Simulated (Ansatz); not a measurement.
**ZrB2 under a change: uniaxial strain ε_zz = −1.00 %**

Consider ZrB2 (space group P6/mmm, No. 191; a = 3.171 Å, c = 3.542 Å; relaxed with 0.1 eV smearing). Axes: x lies along a and z along c of the hexagonal cell.

One thing is altered: uniaxial strain ε_zz = −1.00 %, all other strain components held at zero, atoms relaxed at fixed cell.

Calculations: Kohn–Sham DFT with the PBE functional, run in Ansatz (a program for electronic structure) with PAW and 420 eV plane waves, scalar-relativistic without spin-orbit coupling. Γ-centred 21×21×16 mesh, Fermi–Dirac width 0.1 eV.

The volume per atom drops by 0.10 Å³ to 10.18 Å³ and the space group is still P6/mmm (No. 191). The shortest interatomic distance remains 1.831 Å and the energy increases by 1.4 meV/atom. The pressure (mean of the normal stresses, compression positive) goes from zero to 2.3 GPa and the band gap is still zero. The stress (xx, yy, zz, yz, xz, xy; compression positive) is (1.3, 1.3, 4.4, 0.0, 0.0, 0.0) GPa.

Whether these cells are dynamically stable was not tested. All final runs are without spin polarisation.
